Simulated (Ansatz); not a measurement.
The starting structures come from a database of crystals and need not be the phases stable at ambient conditions.

The decay constant κ of evanescent states in the gap governs leakage through a thin film.

Given:

```xyz
12
Lattice="6.8280 0.0000 0.0000 0.0000 6.8289 0.0000 3.4140 -3.4145 3.2489" Properties=species:S:1:pos:R:3 pbc="T T T"
Sn     5.1456     5.1217     0.0000
Sn     5.0964    -1.7072     3.2489
Sn     5.1210     1.7072     1.6244
Sn     1.7070    -1.7072     1.6244
O      7.2138     1.7072     1.6421
O      3.0282     1.7072     1.6068
O      3.7998     5.1217     1.6068
O      6.4423    -1.7072     1.6421
O      5.0933     3.0287     3.2489
O      5.1488     0.3858     0.0000
O      5.0933     0.3858     3.2489
O      8.5628    -0.3858     3.2489
```

Space group of this cell: Imma. The cell is taken as given; by r2SCAN its mean pressure is -8.4 GPa.

Transport runs along the normal of the first two printed cell vectors.

The gap is the functional's own. No spin-orbit coupling. Mid-gap values are interpolated on the energy grid.

Task: State the band gap and the smallest decay constant κ at mid-gap according to r2SCAN in Ansatz (an electronic-structure program).

Result: Gap 1.27 eV on a 10×10×10 mesh; κ = 0.152 1/Å, at the zone centre.
